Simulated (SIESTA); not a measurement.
# Worked example: self-consistent single point of InO (P6_3mc, 4 atoms in the cell) in SIESTA

Level of theory: LDA PW92, numerical atomic orbitals TZP, PseudoDojo LDA standard norm-conserving potentials (rewritten from UPF to PSML) (SIESTA).

This input was run:

```
# files in the folder: In.psml O.psml (PseudoDojo LDA standard)
SystemName  InO
SystemLabel siesta

NumberOfAtoms                4
NumberOfSpecies              2
%block ChemicalSpeciesLabel
  1 49 In
  2 8 O
%endblock ChemicalSpeciesLabel
LatticeConstant              1.0 Bohr
%block LatticeVectors
     6.972768146    0.000000000    0.000000000
    -3.486384073    6.038595265    0.000000000
     0.000000000    0.000000000   11.501005475
%endblock LatticeVectors
AtomicCoordinatesFormat      Ang
%block AtomicCoordinatesAndAtomicSpecies
    -0.000001845    2.130325732    0.004564553  1
     1.844916845    1.065161268    3.047599553  1
    -0.000001845    2.130325732    2.277772558  2
     1.844916845    1.065161268    5.320807558  2
%endblock AtomicCoordinatesAndAtomicSpecies

XC.functional                LDA
XC.authors                   PW92
PAO.BasisSize                TZP
PAO.EnergyShift              0.01 Ry
MeshCutoff                   300 Ry
%block kgrid.MonkhorstPack
   10   0   0  0.0
    0  10   0  0.0
    0   0   6  0.0
%endblock kgrid.MonkhorstPack
OccupationFunction           FD
ElectronicTemperature        1160.45 K

MaxSCFIterations             150
SCF.Mixer.Method             Broyden
SCF.Mixer.Weight             0.1
SCF.Mixer.History            8
SCF.DM.Tolerance             1.0E-05
Diag.ParallelOverK           true
WriteForces                  true
```

Output, abridged:

```
reinit: Reading from file input.fdf

reinit: System Name: InO
reinit: System Label: siesta

coor:   Atomic-coordinates input format  =     Cartesian coordinates
coor:                                          (in Angstroms)

siesta: Atomic coordinates (Bohr) and species
siesta:     -0.00000   4.02573   0.00863  1        1
siesta:      3.48639   2.01286   5.75913  1        2
siesta:     -0.00000   4.02573   4.30437  2        3
siesta:      3.48639   2.01286  10.05487  2        4

siesta: System type = bulk

initatomlists: Number of atoms, orbitals, and projectors:      4    78    62

siesta: ******************** Simulation parameters ****************************
redata: Spin configuration                          = none
redata: Time-Reversal Symmetry                      = T
redata: Number of Atomic Species                    =        2
redata: Mesh Cutoff                                 =   300.0000 Ry
redata: Net charge of the system                    =     0.0000 |e|
redata: Min. number of SCF Iter                     =        0
redata: Max. number of SCF Iter                     =      150
redata: SCF convergence failure will abort job
redata: SCF mix quantity                            = Hamiltonian
redata: Mix DM or H after convergence               =   F
redata: Recompute H after scf cycle                 =   F
redata: Mix DM in first SCF step                    =   T
redata: No kicks to SCF
redata: DM Mixing Weight for Kicks                  =     0.5000
redata: Require Harris convergence for SCF          =   F
redata: Harris energy tolerance for SCF             =     0.000100 eV
redata: Require DM convergence for SCF              =   T
redata: DM tolerance for SCF                        =     0.000010
redata: Require EDM convergence for SCF             =   F
redata: EDM tolerance for SCF                       =     0.001000 eV
redata: Require H convergence for SCF               =   T
redata: Hamiltonian tolerance for SCF               =     0.001000 eV
redata: Require (free) Energy convergence for SCF   =   F
redata: (free) Energy tolerance for SCF             =     0.000100 eV
redata: Using DFT-D3 dispersion                     =   F
redata: Using Saved Data (generic)                  =   F
redata: Method of Calculation                       = Diagonalization
redata: Electronic Temperature                      =  1160.4500 K
redata: Number of TDED substeps                     =        3
redata: Dynamics option                             = Single-point calculation
redata: Save all siesta data in one NC              =   F
redata: ***********************************************************************

%block SCF.Mixers
  Broyden
%endblock SCF.Mixers

%block SCF.Mixer.Broyden
  # Mixing method
  method broyden

  # Mixing options
  weight 0.1000
  weight.linear 0.1000
  weight.prime 0.1000
  history 8
%endblock SCF.Mixer.Broyden

DM_history_depth set to one: no extrapolation allowed by default for geometry relaxation
Size of DM history Fstack: 1
Total number of electrons:    38.000000
Total ionic charge:    38.000000

* ProcessorY, Blocksize:    1  64

* Orbital distribution balance (max,min):    78    78

k-point displ. along   1 input, could be:     0.00    0.50
k-point displ. along   2 input, could be:     0.00    0.50
k-point displ. along   3 input, could be:     0.00    0.50
 Kpoints in:          360 . Kpoints trimmed:          338

siesta: k-grid: Number of k-points = 338
siesta: k-points from Monkhorst-Pack grid
siesta: k-cutoff (effective) =    18.258 Ang
siesta: k-point supercell and displacements
siesta: k-grid:    10     0     0      0.000
siesta: k-grid:     0    10     0      0.000
siesta: k-grid:     0     0     6      0.000

diag: Algorithm                                     = D&C
diag: Parallel over k                               =   F
diag: Use parallel 2D distribution                  =   F
diag: Parallel block-size                           = 64
diag: Parallel distribution                         =     1 x     1
diag: Used triangular part                          = Lower
diag: Absolute tolerance                            =  0.100E-15
diag: Orthogonalization factor                      =  0.100E-05
diag: Memory factor                                 =  1.0000

superc: Internal auxiliary supercell:     5 x     5 x     3  =      75
superc: Number of atoms, orbitals, and projectors:    300   5850   4650

                        Single-point calculation

superc: Internal auxiliary supercell:     5 x     5 x     3  =      75
superc: Number of atoms, orbitals, and projectors:    300   5850   4650

outcell: Unit cell vectors (Ang):
        3.689830    0.000000    0.000000
       -1.844915    3.195487    0.000000
        0.000000    0.000000    6.086070

outcell: Cell vector modules (Ang)   :    3.689830    3.689830    6.086070
outcell: Cell angles (23,13,12) (deg):     90.0000     90.0000    120.0000
outcell: Cell volume (Ang**3)        :     71.7597
new_DM -- step:     1
Initializing Density Matrix...

Attempting to read DM from file... Failed...
DM filled with atomic data:

InitMesh: MESH = 36 x 36 x 64 = 82944
InitMesh: Mesh cutoff (required, used) =   300.000   305.624 Ry

stepf: Fermi-Dirac step function

        iscf     Eharris(eV)        E_KS(eV)     FreeEng(eV)     dDmax    Ef(eV) dHmax(eV)
   scf:    1    -4492.042832    -4497.262790    -4497.309498  1.507877 -3.794524  8.264496
   scf:    2    -4501.654059    -4499.636065    -4499.684551  0.033549 -3.640145  5.217506
   scf:    3    -4501.954388    -4501.469512    -4501.519517  0.068624 -3.347583  1.682571
   scf:    4    -4500.985373    -4501.357251    -4501.407646  0.060580 -3.654448  2.098815
   scf:    5    -4501.693639    -4501.593175    -4501.643828  0.030100 -3.549410  0.268573
   scf:    6    -4501.589720    -4501.591535    -4501.642223  0.005119 -3.558533  0.332928
   [... 3 lines left out ...]
   scf:   10    -4501.597230    -4501.597230    -4501.647906  0.000225 -3.530387  0.000927
   scf:   11    -4501.597229    -4501.597230    -4501.647906  0.000018 -3.530320  0.000392
   scf:   12    -4501.597229    -4501.597229    -4501.647906  0.000015 -3.530316  0.000298
   scf:   13    -4501.597229    -4501.597229    -4501.647907  0.000012 -3.530317  0.000229
   scf:   14    -4501.597229    -4501.597229    -4501.647907  0.000008 -3.530317  0.000175

SCF Convergence by DM+H criterion
max |DM_out - DM_in|         :     0.0000082576
max |H_out - H_in|      (eV) :     0.0001751855
SCF cycle converged after 14 iterations

Using DM_out to compute the final energy and forces

siesta: E_KS(eV) =            -4501.5972

siesta: E_KS - E_eggbox =     -4501.5972

siesta: Atomic forces (eV/Ang):
     1    0.000019   -0.000011   -0.030899
     2   -0.000019    0.000011   -0.030900
     3    0.000013   -0.000007    0.032747
     4   -0.000013    0.000008    0.032747
   Tot    0.000000    0.000000    0.003695
   Max    0.032747
   Res    0.018381    sqrt( Sum f_i^2 / 3N )
   Max    0.032747    constrained

Stress tensor Voigt[x,y,z,yz,xz,xy] (kbar):       69.36       69.36       70.63       -0.00        0.00       -0.00
(Free)E + p*V (eV/cell)    -4504.7734
Target enthalpy (eV/cell)    -4501.6479

siesta: Program's energy decomposition (eV):
siesta: Ebs     =      -578.867034
siesta: Eions   =      5712.144017
siesta: Ena     =       558.991123
siesta: Ekin    =      2858.016769
siesta: Enl     =      -942.731736
siesta: Eso     =         0.000000
siesta: Edftu   =         0.000000
siesta: DEna    =        28.398024
siesta: DUscf   =         1.494522
siesta: DUext   =         0.000000
siesta: Ex      =     -1182.603825
siesta: Ec      =      -111.018089
siesta: Exc     =     -1293.621914
siesta: Eharris =     -4501.597229
siesta: Etot    =     -4501.597229
siesta: FreeEng =     -4501.647907

siesta: Stress tensor (static) (eV/Ang**3):
siesta:     0.043290   -0.000000    0.000000
siesta:    -0.000000    0.043290   -0.000000
siesta:     0.000000   -0.000000    0.044086

siesta: Cell volume =         71.759657 Ang**3

siesta: Pressure (static):
siesta:                Solid            Molecule  Units
siesta:          -0.00047438         -0.00048169  Ry/Bohr**3
siesta:          -0.04355539         -0.04422709  eV/Ang**3
siesta:         -69.78342796        -70.85961682  kBar
```

The run converged in 14 iterations.

The starting cell comes from a database of computed structures (which also holds hypothetical and non-ambient phases and stackings), without a prior relaxation at this level. Values carry the incompleteness of an atom-centred basis. With a pressure of about -7 GPa the cell is away from its equilibrium volume at this level. The run gives no clean gap (levels at the Fermi energy touch, overlap or are partly filled at this smearing), which alone does not show that the compound is a metal.

Cost on one core of a shared machine: roughly 50 s.
